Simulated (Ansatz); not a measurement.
Cells marked so need not be the phases stable at ambient conditions, and some may be hypothetical.

No gap correction and no spin-orbit coupling; mid-gap values are interpolated between computed energies.

A. Hf$_{3}$N$_{4}$ (I-43d, not sure to be the ambient phase, 14 atoms a cell, 10.8 Å³ an atom, -2 GPa at this level), along the normal of (110)
B. YHSe (P-6m2, not sure to be the ambient phase, 3 atoms a cell, 16.7 Å³ an atom), along the normal of (111)
C. CaPbF₆ (Fm-3m, not sure to be the ambient phase, 8 atoms a cell, 20.1 Å³ an atom), along the normal of (001)
D. RbTl(SO4)2 (R32, not sure to be the ambient phase, 12 atoms a cell, 14.9 Å³ an atom), along the normal of (001)

Task: Order them by mid-gap decay constant of the slowest evanescent state (highest first) at the level r2SCAN in Ansatz (an electronic-structure program).

Result: C (0.52 1/Å), D (0.44 1/Å), A (0.20 1/Å), B (0.17 1/Å)
